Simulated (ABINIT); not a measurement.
Band structure of LiBr (Fm-3m, 2 atoms in the cell).

```
CELL_PARAMETERS angstrom
      0.00000     2.75999     2.75999
      2.75999     0.00000     2.75999
      2.75999     2.75999     0.00000
ATOMIC_POSITIONS crystal
  Li 0.00000 0.00000 0.00000
  Br 0.50000 0.50000 0.50000
```

Method: PBE, norm-conserving pseudopotentials (PseudoDojo nc-sr-05 PBE standard) (plane waves; ABINIT).

Settings: pseudos = [Li.upf, Br.upf]; ecut = 74 Ry; occopt = 3; tsmear = 0.00073499 Ha; ngkpt = 10 10 10; nshiftk = 1; shiftk = 0 0 0; potentials = PseudoDojo nc-sr-05 PBE standard; kptopt = 1; nstep = 50; tolvrs1 = 1e-12; ndtset = 2; getden2 = 1.

The starting cell comes from a database of computed structures (which also holds hypothetical and non-ambient phases and stackings), without a prior relaxation at this level. Its lattice was rescaled by a random factor within 2.5 % of one.

Task: Predict the gap along the standard path and the places of the band edges.

Result: The gap along the path is 4.89 eV, direct at Γ to within 0.01 eV.

Levels in eV from the top of the valence band on the SCF mesh, bands 2 to 9:
| point | 2 | 3 | 4 | 5 | 6 | 7 | 8 | 9 |
|---|---|---|---|---|---|---|---|---|
| Γ | -13.40 | 0.00 | 0.00 | 0.00 | 4.89 | 10.51 | 10.51 | 10.51 |
| X | -12.76 | -2.83 | -1.12 | -1.12 | 6.23 | 7.14 | 11.53 | 12.37 |
| W | -12.77 | -2.10 | -2.10 | -1.12 | 7.98 | 8.55 | 9.42 | 9.42 |
| K | -12.78 | -2.44 | -1.81 | -0.84 | 6.64 | 8.70 | 10.26 | 10.52 |
| L | -12.95 | -2.83 | -0.26 | -0.26 | 5.62 | 8.11 | 8.11 | 11.65 |
| U | -12.78 | -2.44 | -1.81 | -0.84 | 6.64 | 8.70 | 10.26 | 10.52 |
